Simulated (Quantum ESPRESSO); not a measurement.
Quantum ESPRESSO is run on Cu9Se5 (P1, 14 atoms in the cell), and the run fails. The aim is a self-consistent single point with DFT, PBEsol, plane waves, PSlibrary PAW (PBE) pseudopotentials.

Cell that was meant: a = 5.8058 Å, b = 7.1161 Å, c = 7.1306 Å, α = 79.33°, β = 66.01°, γ = 66.07°.

Part of the input:

```fortran
ATOMIC_SPECIES
Cu    63.5460  Cu.pbe-dn-kjpaw_psl.1.0.0.UPF
Se    78.9710  Se.pbe-n-kjpaw_psl.1.0.0.UPF
ATOMIC_POSITIONS direct
Cu    0.470260000    0.893510000    0.694260000
Cu    0.853390000    0.710920000    0.108940000
Cu    0.263900000    0.503290000    0.481910000
```

Output, abridged:

```
     This program is part of the open-source Quantum ESPRESSO suite
     for quantum simulation of materials; please cite

 %%%%%%%%%%%%%%%%%%%%%%%%%%%%%%%%%%%%%%%%%%%%%%%%%%%%%%%%%%%%%%%%%%%%%%%%%%%%%%
     Error in routine read_cards (1):
     unknown option for ATOMIC_POSITION: ATOMIC_POSITIONS DIRECT
 %%%%%%%%%%%%%%%%%%%%%%%%%%%%%%%%%%%%%%%%%%%%%%%%%%%%%%%%%%%%%%%%%%%%%%%%%%%%%%

     stopping ...
```

**Question.** From the messages shown, name the fault and mend the input.

**Answer.** The fault is a value that the program does not know. The key takes a closed list of words, and names differ between codes. To fix it, use one of the words that the key accepts. The program stopped before any SCF iteration.

An input that runs soundly differs in these lines (not the only fix; some lines may just follow from the change or write a value another way):
```diff
-ATOMIC_POSITIONS direct
+ATOMIC_POSITIONS crystal
```

With that input, the run converged in 18 iterations: free energy E − TS -38421.5329 eV; Fermi level (on the code's own zero) 8.19 eV; pressure -3.27 GPa; largest force (vector length) 0.125 eV/Å (DFT, PBEsol, plane waves, PSlibrary PAW (PBE) pseudopotentials).

On the sound input: the starting cell comes from a database of computed structures (which also holds hypothetical and non-ambient phases and stackings), without a prior relaxation at this level. Spin polarisation is off; with an odd number of electrons in the cell that forces a metal, and a magnetic state may lie lower. With a pressure of about -3 GPa the cell is away from its equilibrium volume at this level.
